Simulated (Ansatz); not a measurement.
The reference is CaTiSe3 in the cubic perovskite structure (space group Pm-3m, No. 221; a hypothetical phase, not in the database extracts checked).

```
CELL_PARAMETERS angstrom
      4.92048     0.00000     0.00000
      0.00000     4.92048     0.00000
      0.00000     0.00000     4.92048
ATOMIC_POSITIONS crystal
  Ca 0.00000 0.00000 0.00000
  Ti 0.50000 0.50000 0.50000
  Se 0.00000 0.50000 0.50000
  Se 0.50000 0.50000 0.00000
  Se 0.50000 0.00000 0.50000
```

Levels (all Ansatz, an electronic-structure program, PAW): PBEsol (420 eV, no spin-orbit coupling); r2SCAN (500 eV, no spin-orbit coupling).

The geometry is relaxed with PBEsol.

| Property | Result |
|---|---|
| PBEsol pressure | 0.0 GPa |

Problem. What does r2SCAN give at this geometry for the pressure?

Solution. The pressure goes from zero to 2.4 GPa.

Single points use the geometry relaxed with PBEsol. Their cutoffs differ, which shifts pressures a little. Stability against distortions was not tested. All final runs are without spin polarisation. Many cubic perovskites are stable only at high temperature; tilts and polar distortions were not tested. CaTiSe3 has a high density of states at the Fermi level and may be magnetic at this level.
